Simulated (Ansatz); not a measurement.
Base system: InP in the zinc blende structure (space group F-43m, No. 216; a = 5.878 Å).

Structures relaxed with PBEsol/PAW in Ansatz (a first-principles code), no SOC.

Base:

Simulated powder pattern, Cu Kα1, λ = 1.54056 Å (kinematic, ideal powder, no thermal factors, no anomalous dispersion; the 14 strongest lines at most, above 2 %, up to 2θ = 90°):

| 2θ (°) | I/Imax (%) | hkl |
|---|---|---|
| 26.24 | 100 | (111) |
| 30.39 | 26 | (200) |
| 43.51 | 56 | (220) |
| 51.52 | 45 | (311) |
| 53.99 | 6.8 | (222) |
| 63.22 | 8.8 | (400) |
| 69.66 | 18 | (331) |
| 71.75 | 8.4 | (420) |
| 79.87 | 18 | (422) |
| 85.82 | 14 | (333) |

The change: an isotropic linear strain of −0.50 %, atoms relaxed at fixed cell.

**Question.** Predict the new powder pattern.

**Answer.** 
Simulated powder pattern, Cu Kα1, λ = 1.54056 Å (kinematic, ideal powder, no thermal factors, no anomalous dispersion; the 14 strongest lines at most, above 2 %, up to 2θ = 90°):

```csv
2θ (°),I/Imax (%),hkl
26.37,100,(111)
30.54,26,(200)
43.74,55,(220)
51.80,45,(311)
54.28,6.8,(222)
63.58,8.8,(400)
70.06,18,(331)
72.17,8.4,(420)
80.36,18,(422)
86.36,14,(333)
```

The indices refer to the base's conventional cell; one index is shown for lines that coincide.

No phonon test of stability was made.
